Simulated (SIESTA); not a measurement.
## How a calculation on ZnPbO3 (R3c, 10 atoms in the cell) responds to its settings

```
ZnPbO3
1.0
    2.74267     1.58348     4.84592
   -2.74267     1.58348     4.84592
    0.00000    -3.16696     4.84592
Zn Pb O
2 2 6
Cartesian
  0.00000   0.00000   7.26830
  0.00000   0.00000  14.53718
  0.00000   0.00000   3.16570
  0.00000   0.00000  10.43458
  1.85811   0.19458   6.45956
 -1.09756   1.51188   6.45956
 -0.76054  -1.70646   6.45956
  0.76054   1.46051   8.88252
  0.88457  -1.38890   8.88252
 -1.64511  -0.07161   8.88252
```

Base run A: SIESTA with GGA PBEsol, numerical atomic orbitals DZP, PseudoDojo PBEsol standard norm-conserving potentials (rewritten from UPF to PSML), self-consistent single point.

Its settings: XC.functional = GGA; XC.authors = PBEsol; potentials = PseudoDojo PBEsol standard; PAO.BasisSize = DZP; PAO.EnergyShift = 0.01 Ry; MeshCutoff = 300 Ry; kgrid.MonkhorstPack = 5 5 5; OccupationFunction = MP; OccupationMPOrder = 1; ElectronicTemperature = 1160.45 K; MaxSCFIterations = 150; SCF.Mixer.Method = Broyden; SCF.Mixer.Weight = 0.2; SCF.Mixer.History = 8; SCF.DM.Tolerance = 1.0E-04.

The starting cell comes from a database of computed structures (which also holds hypothetical and non-ambient phases and stackings), without a prior relaxation at this level. Its lattice was rescaled by a random factor within 2.5 % of one. Spin-orbit coupling is off. Values carry the incompleteness of an atom-centred basis. In the base run, with a pressure of about -4 GPa the cell is away from its equilibrium volume at this level. The run gives no clean gap (levels at the Fermi energy touch, overlap or are partly filled at this smearing), which alone does not show that the compound is a metal.

ΔF is the free energy per atom less that of run A. A dash stands where there is no value to compare (another energy zero or no entropy term, no result, no spin, no clean gap, or a mesh too coarse for one). 

Run A gave: pressure (GPa) -3.96; largest force (eV/Å) 0.345; k-points 63; ending converged.

Runs:
- B: kgrid.MonkhorstPack = 2 2 2
- C: kgrid.MonkhorstPack = 2 2 2 shifted by 0.5 0.5 0.5
- D: kgrid.MonkhorstPack = 3 3 3 shifted by 0.5 0.5 0.5
- E: kgrid.MonkhorstPack = 4 4 4 shifted by 0.5 0.5 0.5
- F: kgrid.MonkhorstPack = 5 5 5 shifted by 0.5 0.5 0.5
- G: kgrid.MonkhorstPack = 5 5 5 shifted by 0.0 0.0 0.5

**Question.** What does run C change against A?

**Answer.** The free energy goes up by 6.5 meV/atom, the pressure stays near -3.89 GPa while the zz stress (positive for compression) goes from -4.55 to -5.08 GPa, the largest force goes from 0.345 to 0.304 eV/Å and a clean gap of 1.13 eV is found on the mesh, where there was none.

**Question.** What does run F change against A?

**Answer.** The free energy stays essentially unchanged (within 1 meV/atom), the pressure moves little (-3.96 to -3.98 GPa), the largest force hardly changes (0.345 to 0.342 eV/Å) and a clean gap of 0.30 eV is found on the mesh, where there was none.

**Question.** What does run D change against A?

**Answer.** The run ended unconverged after 150 iterations.

| run | ΔF (meV/atom) | pressure (GPa) | largest force (eV/Å) | gap on the mesh (eV) | k-points | ending |
|---|---|---|---|---|---|---|
| A | 0.00 | -3.96 | 0.345 | – | 63 | converged |
| B | 15.1 | -3.62 | 0.348 | – | 8 | converged |
| C | 6.5 | -3.89 | 0.304 | 1.129 | 4 | converged |
| D | – | – | – | – | 18 | not converged |
| E | -0.13 | -3.96 | 0.338 | 0.430 | 32 | converged |
| F | 0.00 | -3.98 | 0.342 | 0.305 | 75 | converged |
| G | 0.01 | -3.98 | 0.343 | 0.362 | 75 | converged |
